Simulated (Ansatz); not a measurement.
# Hypothetical Pm-3n BN, response to strain

Consider BN (space group Pm-3n, No. 223; a hypothetical phase, not in the database extracts checked).

```yaml
crystal:
  lattice:
    - [4.41933, 0.00000, 0.00000]
    - [0.00000, 4.41933, 0.00000]
    - [0.00000, 0.00000, 4.41933]
  atoms:
    - { symbol: B, position: [0.25000, 0.00000, 0.50000] }
    - { symbol: B, position: [0.50000, 0.25000, 0.00000] }
    - { symbol: B, position: [0.50000, 0.75000, 0.00000] }
    - { symbol: B, position: [0.75000, 0.00000, 0.50000] }
    - { symbol: B, position: [0.00000, 0.50000, 0.75000] }
    - { symbol: B, position: [0.00000, 0.50000, 0.25000] }
    - { symbol: N, position: [0.25000, 0.50000, 0.00000] }
    - { symbol: N, position: [0.00000, 0.25000, 0.50000] }
    - { symbol: N, position: [0.00000, 0.75000, 0.50000] }
    - { symbol: N, position: [0.75000, 0.50000, 0.00000] }
    - { symbol: N, position: [0.50000, 0.00000, 0.75000] }
    - { symbol: N, position: [0.50000, 0.00000, 0.25000] }
```

Cartesian axes are those of the cell as printed.

Strains are applied to the cell and any free atomic positions relax; under biaxial strain the out-of-plane vector relaxes too; under stress the whole cell relaxes.

The values are results of PBEsol (Ansatz, an electronic-structure program, PAW, no spin-orbit coupling), not measurements.

Notes on the quantities. energy relative to the base: free energy F; pressure: mean of the normal stresses, compression positive.

| case | energy relative to the base | band gap | smallest direct gap | pressure |
|---|---|---|---|---|
| base | 0 meV/atom | 4.39 eV | 4.82 eV | 0.00 GPa |
| biaxial strain −3.61 %, plane normal [001], relaxed out of plane | +49 meV/atom | 3.98 eV | ? | 21.29 GPa |
| isotropic strain −1.56 % | +15 meV/atom | 4.40 eV | 4.84 eV | 15.50 GPa |
| uniaxial strain ε_zz = −2.66 % | +12 meV/atom | 3.95 eV | 4.44 eV | ? |
| uniaxial stress, 0.5 GPa tension along z | 0.0 meV/atom | 4.39 eV | 4.81 eV | – |

Question: Some entries are withheld; estimate them.

Answer: 
- biaxial strain −3.61 %, plane normal [001], relaxed out of plane, smallest direct gap: 4.38 eV
- uniaxial strain ε_zz = −2.66 %, pressure: 8.55 GPa

Beyond what the load breaks, stability against distortions was not tested.
